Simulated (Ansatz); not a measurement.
## Mo: response to strain

The reference is Mo in the bcc (W type) structure (space group Im-3m, No. 229; a = 3.1510 Å; relaxed with 0.1 eV smearing). Axes: x, y, z lie along the cube axes.

Strains are applied to the cell and any free atomic positions relax.

Method: r2SCAN (Ansatz, a first-principles code), no SOC.

Notes on the quantities. energy relative to the base: free energy F; pressure: mean of the normal stresses, compression positive.

```csv
change,energy relative to the base,pressure,shortest interatomic distance
base,0 meV/atom,0.0 GPa,2.729 Å
uniaxial strain ε_zz = +0.50 %,+0.6 meV/atom,-1.3 GPa,2.733 Å
uniaxial strain ε_zz = +1.00 %,+2.3 meV/atom,-2.6 GPa,2.738 Å
uniaxial strain ε_zz = +1.50 %,+5.2 meV/atom,-3.9 GPa,2.743 Å
uniaxial strain ε_zz = +2.00 %,+9.2 meV/atom,-5.1 GPa,2.747 Å
uniaxial strain ε_zz = +2.50 %,+14 meV/atom,-6.3 GPa,2.752 Å
uniaxial strain ε_zz = +3.00 %,+20 meV/atom,-7.4 GPa,2.756 Å
```

Whether these cells are dynamically stable was not tested. The final runs are not spin-polarised.
